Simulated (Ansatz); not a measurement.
# Effect of pressure 45 GPa on Ta

Consider Ta in the bcc (W type) structure (space group Im-3m, No. 229; a = 3.305 Å).

Perturbation: a hydrostatic pressure of 45 GPa.

Method: r2SCAN in Ansatz (plane waves to 500 eV, PAW, without spin-orbit coupling), earlier PAW set. Settings: 20×20×20 k-points, 0.05 eV Fermi–Dirac smearing.

| quantity | base | changed | shift |
|---|---|---|---|
| volume per atom | 18.05 Å³ | 15.32 Å³ | -2.736 Å³ |
| density | 16.64 g/cm³ | 19.62 g/cm³ | +2.974 g/cm³ |
| lattice parameter a | 330.5 pm | 312.9 pm | -17.6 pm |
| shortest interatomic distance | 286.2 pm | 271.0 pm | -15.26 pm |
| band gap | zero | zero | – |

Final structure:

```xyz
1
Lattice="-1.5644 1.5644 1.5644 1.5644 -1.5644 1.5644 1.5644 1.5644 -1.5644" Properties=species:S:1:pos:R:3 pbc="T T T"
Ta     0.0000     0.0000     0.0000
```

Load acts through the strain it causes; cell and atoms are relaxed under it. Stability against distortions was not tested. No other phases were tried under pressure. The final runs are not spin-polarised.

Ansatz is an electronic-structure program.
